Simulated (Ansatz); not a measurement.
The reference is CuI in the zinc blende structure (space group F-43m, No. 216; a = 6.023 Å). Axes: x, y, z lie along the cube axes.

Perturbation: biaxial strain −0.42 %, plane normal [111], relaxed out of plane (Cartesian); in-plane vectors clamped, the third vector and the atoms free.

Level of theory: r2SCAN (Ansatz, a quantum-chemistry and plane-wave program), no spin-orbit coupling.

Give the band edges at the high-symmetry points of the new zone, measured from its valence-band maximum.


```json
[
 {"point": "Γ", "valence edge (eV)": "0.00", "conduction edge (eV)": "1.68"},
 {"point": "T", "valence edge (eV)": "-0.75", "conduction edge (eV)": "2.62"},
 {"point": "H₂", "valence edge (eV)": "-1.33", "conduction edge (eV)": "4.86"},
 {"point": "H₀", "valence edge (eV)": "-1.33", "conduction edge (eV)": "4.86"},
 {"point": "L", "valence edge (eV)": "-0.74", "conduction edge (eV)": "2.55"},
 {"point": "S₀", "valence edge (eV)": "-1.32", "conduction edge (eV)": "3.32"},
 {"point": "S₂", "valence edge (eV)": "-1.32", "conduction edge (eV)": "3.32"},
 {"point": "F", "valence edge (eV)": "-1.58", "conduction edge (eV)": "2.89"}
]
```

The gap is 1.68 eV, direct at Γ.

Spin-orbit coupling, missing from the scalar runs, can matter with I. Stability against distortions was not tested. All final runs are without spin polarisation. Labels are those of the standard path for the cell's own space group.
